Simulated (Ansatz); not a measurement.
A computed series for SiO2: response to strain

Consider SiO₂ in the rutile structure (space group P4_2/mnm, No. 136; a = 4.236 Å, c = 2.690 Å).

Strains are applied to the cell and any free atomic positions relax.

Method: DFT with PBE, PAW potentials and a 420 eV plane-wave cutoff in Ansatz (a program for electronic structure), no spin-orbit coupling.

Notes on the quantities. energy relative to the base: free energy F.

```json
[
 {"isotropic strain (%)": "-3", "energy relative to the base (meV/atom)": "62.7"},
 {"isotropic strain (%)": "-2.4", "energy relative to the base (meV/atom)": "39.3"},
 {"isotropic strain (%)": "-1.2", "energy relative to the base (meV/atom)": "?"},
 {"isotropic strain (%)": "-0.6", "energy relative to the base (meV/atom)": "2.3"},
 {"isotropic strain (%)": "0", "energy relative to the base (meV/atom)": "0.0"}
]
```

Q: Fit ΔE = Aε² + Bε³ (ε in %) to the rows shown and predict the withheld row.

A: Least squares on the printed values gives A = 6.25 and B = -0.24 meV/atom (largest residual 0.0 meV/atom); this predicts 9.4 meV/atom, and the run gives 9.4 meV/atom, in agreement.

Stability against distortions was not tested.
